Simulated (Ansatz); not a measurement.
Functionals compared on the (10-11) surface of hcp Zn in its 1x1 cell, outermost plane spacing 0.35 Å in the ideal cut, in Ansatz (plane waves, PAW). The structure was relaxed with PBE; the other rows are single points on it, each with its references at the same level. Cutoff 420 eV (500 eV for r2SCAN).

Slab: 12 atoms, 10.8 Å thick at the start; k 15x7x1, smearing 0.1 eV, dipole-corrected; all atoms relaxed; held to the part of the start's symmetry that mesh and held atoms allow; no spin, no spin-orbit, no U. These notes are the PBE run's.

```csv
functional,surface energy (J/m²),work function of the top face (eV),rough cost of the single point
PBE,0.70,4.16,–
LDA,1.05,4.45,around 3 core-minutes (rough)
PBEsol,…,…,around 3 core-minutes (rough)
RPBE,0.53,4.02,roughly 3 core-minutes
r2SCAN,0.89,4.26,around 7 core-minutes (rough)
```

Question: Complete the blanks.

Answer: 
- PBEsol, surface energy (J/m²): 0.96
- PBEsol, work function of the top face (eV): 4.25

Ansatz is a program for electronic structure.
